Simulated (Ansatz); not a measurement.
Start from Ca (space group I4/mmm, No. 139; a cell from a computed database, its experimental status unchecked).

```
Ca
1.0
   -2.20931     2.20931     2.06997
    2.20931    -2.20931     2.06997
    2.20931     2.20931    -2.06997
Ca
1
Cartesian
  0.00000   0.00000   2.06997
```

Calculations: plane-wave PAW DFT at the PBEsol level (Ansatz, a quantum-chemistry and plane-wave program, 420 eV), scalar-relativistic without spin-orbit coupling.

For the base:

| Property | Result |
|---|---|
| Lattice parameter a | 4.419 Å |

Perturbation: La takes the place of Ca on all its sites, then cell and atoms are relaxed.

Tabulated Pauling electronegativity and covalent radius: Ca 1.00, 1.76 Å; La 1.10, 2.07 Å.

**Question.** How does this affect the lattice parameter a?

**Answer.** The lattice parameter a drops by 0.0825 Å to 4.336 Å.

Stability against distortions was not tested. As relaxed here, La is a hypothetical phase, not in the database extracts checked. The final runs are not spin-polarised. This is not the structure that Ca has at room temperature and ambient pressure.
